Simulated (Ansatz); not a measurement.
An Ansatz (a first-principles code) run: hypothetical fluorite TaGe2 with a change (biaxial strain −2.38 %, plane normal [001], relaxed out of plane); PBEsol (Ansatz; PAW; 420 eV plane waves; scalar-relativistic without spin-orbit coupling).

Input:

Ansatz 0.2 input:
```yaml
crystal:
  lattice:
    - [4.2742734806, 0, 0]
    - [0, 4.2742734806, 0]
    - [2.1371367403, -2.1371367403, 3.132896885]
  atoms:
    - { symbol: Ta, position: [0, 0, 0] }
    - { symbol: Ge, position: [0.75, 0.75, 0.5] }
    - { symbol: Ge, position: [0.25, 0.25, 0.5] }
basis: { ecutwfc: 420, ecutrho_ratio: 4, xc_grid: 2, fft_grid_basis: typed }
kpoints: { mp_grid: { grid: [16, 16, 16] } }
hamiltonian:
  xc: pbesol
  dispersion: none
  pseudopotentials: { kind: paw }
scf: { occupations: { method: fermi_dirac, width: 0.1 } }
relax: { f_tol: 0.005, max_steps: 50, cell: { stress_tol: 0.01, fix: [a, b, gamma] } }
output: { forces: true, stress: true }
checkpoint: { write: state.ck, write_every: 1000 }
```

Output (explanatory and most iteration lines left out):

```
Relaxation: its limit of steps is 50 (relax.max_steps)
Pseudopotential: Ta, paw, valence charge 13
Pseudopotential: Ge, paw, valence charge 14
Crystal: 3 atoms, lattice volume = 57.236 Å³
Basis set: ecut = 420 eV, 1131 PW (Γ), exchange–correlation on 60×60×60 points (8 copies of the dense FFT grid, shifted against one another)
Bands: 25, of which v1, the nominal top of the filled ones, is band 21 counted from 1 (20 counted from 0)
Symmetry: 16 space group operations
Space group: I4/mmm (ITA 139), of the structure as read, at distance tolerance 3.9e-5 Å
k-points: 349 of 4096
Functional: x = pbesol(κ = 0.804, μ = 0.12345679012345678), c = pbesol(β = 0.046)
SCF iter   1: F=—  HF=-18312.202081 eV  |F-HF|=—  |Δ(HF+E_count)|=         —  Δρ=6.88e-3  dr2=5.71e-2  ethr=1.77e-3  ⟨swp⟩=5.6  Hψ=39919  notcnv=0
SCF iter   2: F=—  HF=-18312.191564 eV  |F-HF|=—  |Δ(HF+E_count)|=   1.05e-2  Δρ=2.30e-3  dr2=1.73e-3  ethr=1.39e-4  ⟨swp⟩=2.9  Hψ=18224  notcnv=0
SCF 1 converged in 7 iterations: F = -18312.190477 eV  dr2 = 8.87e-10
relax step   1: F+E_penalty+E_count = -18312.19047690 eV  Δ(F+E_penalty+E_count) = +0.000e0 eV  max|allowed force component| = 4.626e-17 eV/Å  Δτ_max = 0.0000 Å  P = +4.237 GPa  Ω = 57.236 Å³  fix = [a, b, gamma]  reactions: a +3.129, b +3.129 GPa  (7 SCF iters, dr2 threshold 1.00e-7 eV, accepted)
[... steps on the carried basis left out ...]
relax step   8: F+E_penalty+E_count = -18312.31073362 eV  Δ(F+E_penalty+E_count) = +1.834e-6 eV  max|allowed force component| = 2.082e-17 eV/Å  Δτ_max = 0.0000 Å  P = -6.948 GPa  Ω = 63.022 Å³  energy of the carried Pulay correction = -3.264e-5 eV  fix = [a, b, gamma]  reactions: a -10.421, b -10.421 GPa  (5 SCF iters, dr2 threshold 6.47e-10 eV, accepted)
Crystal: 3 atoms, lattice volume = 63.022 Å³
SCF iter   1: F=—  HF=-18312.310369 eV  |F-HF|=—  |Δ(HF+E_count)|=         —  Δρ=4.23e-4  dr2=2.42e-6  ethr=2.16e-8  ⟨swp⟩=3.2  Hψ=61341  notcnv=0
SCF iter   2: F=—  HF=-18312.310764 eV  |F-HF|=—  |Δ(HF+E_count)|=   3.95e-4  Δρ=6.28e-6  dr2=5.82e-8  ethr=5.89e-9  ⟨swp⟩=2.0  Hψ=11132  notcnv=0
SCF 9 converged in 7 iterations: F = -18312.310764 eV  dr2 = 1.54e-13
SCF converged after 7 iterations
Free energy (F): -18312.310764 eV
Internal energy: -18312.228479 eV  (E = F + TS)
E sigma→0 (E₀):  -18312.269621 eV
Entropy (-TS):   -0.082286 eV (-27.429 meV/atom)
Fermi energy:    11.453646 eV
--- Forces (eV/Å), atoms counted from 1 ---
  atom   1  Ta     0.00000000     0.00000000     0.00000000
  atom   2  Ge     0.00000000     0.00000000     0.00000000
  atom   3  Ge     0.00000000     0.00000000     0.00000000
--- Stress (GPa, compression-positive) ---
      -10.422158       0.000000       0.000000
        0.000000     -10.422158       0.000000
        0.000000       0.000000      -0.001752
  P = ⅓ Tr σ = -6.9487 GPa (-69.487 kbar)
--- Relaxed structure (7 steps of the walk, 7 accepted, 2 SCFs on fresh bases) ---
  cell:  # Å, volume = 63.0216 Å³
    - [4.2742734806, 0.0, 0.0]
    - [0.0, 4.2742734806, 0.0]
    - [2.1371367403, -2.1371367403, 3.4495678346821173]
  atoms:
    - { symbol: Ta, position: [5.879427574815656e-35, -2.52349684255576e-35, 5.795244065270442e-35] }
    - { symbol: Ge, position: [0.75, 0.75, 0.5] }
    - { symbol: Ge, position: [0.25, 0.25, 0.5] }
```

No phonon test of stability was made. The final runs are not spin-polarised. Under biaxial strain −2.38 %, plane normal [001], relaxed out of plane the cell ends below the base's energy or with stress of the wrong sign: the atoms slid into a distortion or the cell is elastically unstable, so the base is not a stable minimum at this level. The cell was made from TaGe2 in the fluorite structure (space group Fm-3m, No. 225; a hypothetical phase, not in the database extracts checked) by this change: biaxial strain −2.38 %, plane normal [001], relaxed out of plane. TaGe2 has a high density of states at the Fermi level and may be magnetic at this level.
